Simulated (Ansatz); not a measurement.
Base system: MoP (space group P-6m2, No. 187; a = 3.241 Å, c = 3.195 Å).

Calculations: Ansatz (a first-principles code), PBE, PAW, cutoff 420 eV, no SOC.

One change was made to it. Results:

The density grows by 0.22 g/cm³ (7.25 g/cm³ → 7.47 g/cm³); the shortest interatomic distance decreases by 0.0235 Å, from 2.460 Å to 2.437 Å; the c/a ratio grows by 0.006 (0.986 → 0.992).

Q: What was done to the base?
A. pressure 30 GPa
B. pressure 7 GPa
C. pressure −1 GPa
D. pressure 75 GPa
E. pressure −2 GPa

A: B, pressure 7 GPa. For comparison, the density in the other runs: pressure −1 GPa gives 7.22 g/cm³; pressure −2 GPa gives 7.18 g/cm³; pressure 75 GPa gives 9.02 g/cm³; pressure 30 GPa gives 8.09 g/cm³.

Load acts through the strain it causes; cell and atoms are relaxed under it. Stability against distortions was not tested. Competing high-pressure phases were not computed. All final runs are without spin polarisation. An odd electron count without spin: MoP.
